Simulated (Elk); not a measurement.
# Short convergence ladders for Sb (R-3m, 2 atoms in the cell)

```
Sb
1.0
    3.97713    -2.16578     0.00000
    3.97713     2.16578     0.00000
    2.79774     0.00000     3.56101
Sb
2
Direct
  0.23791   0.23791   0.23791
  0.76650   0.76650   0.76650
```

Base method: Elk 10.2.4 with PBEsol, all-electron FP-LAPW, Elk's shipped species files, default APW+lo basis.

Base settings: xctype = 22; rgkmax = 7; stype = 3; swidth = 0.00367493 Ha; ngridk = 6 6 6.

Core times come from one kind of shared machine, to one figure; runs under 30 s give none.

**The k-point mesh at a smearing width of 0.3 eV**

In this ladder: swidth = 0.0110248 Ha.

Only quantities that move along the ladder and can be compared are tabulated.

```tsv
ngridk	free energy less the last step's (meV/atom)	core time / last (rough)
3 3 3	-35.65	–
4 4 4	-22.68	–
5 5 5	-15.28	–
6 6 6	-3.91	–
7 7 7	-5.35	–
8 8 8	-2.40	–
12 12 12	0.47	0.5
15 15 15	-0.16	0.6
18 18 18	0.00	1
```

Coarsest ngridk that holds the free energy within 1 meV/atom of the last step, with all finer ones: 12 12 12; the step before is off by 2.4 meV/atom.

**The width of Gaussian smearing**

In this ladder: stype = 0; ngridk = 10 10 10.

Narrow widths need finer meshes than wide ones, so the last steps can hold mesh noise.

Only quantities that move along the ladder and can be compared are tabulated; pressure and forces are left out, as mesh noise rules them at narrow widths.

| swidth | total energy (no entropy term) less the last step's (meV/atom) |
|---|---|
| 0.0367493 Ha | 132.69 |
| 0.0183747 Ha | 22.36 |
| 0.0110248 Ha | 4.88 |
| 0.00734986 Ha | 1.59 |
| 0.00367493 Ha | 0.28 |
| 0.00183747 Ha | 0.00 |

Widest swidth that holds the total energy (no entropy term) within 2 meV/atom of the last step, with all finer ones: 0.00734986 Ha; the step before is off by 4.9 meV/atom.

**The number of bands**

The mesh stays at the base's, so the ladder's end is converged at best in this setting alone.

Only quantities that move along the ladder and can be compared are tabulated.

```tsv
nempty	free energy less the last step's (meV/atom)
0.5 per atom	0.76
1.5 per atom	0.00
2.5 per atom	0.00
4.5 per atom	0.00
7.5 per atom	0.00
15.5 per atom	0.00
```

Coarsest nempty that holds the free energy within 0.5 meV/atom of the last step, with all finer ones: 1.5 per atom; the step before is off by 0.76 meV/atom.

On the base run: the starting cell has typed, rounded lattice constants, without a prior relaxation at this level. Its lattice was rescaled by up to half a per cent. One atom was moved a little off its site on purpose. Values depend on the basis (sphere radii, cutoffs, local orbitals), which need not be converged.

Left out of this page: 2 runs of the series outside the window shown, repeating another row's setting, or not comparable.
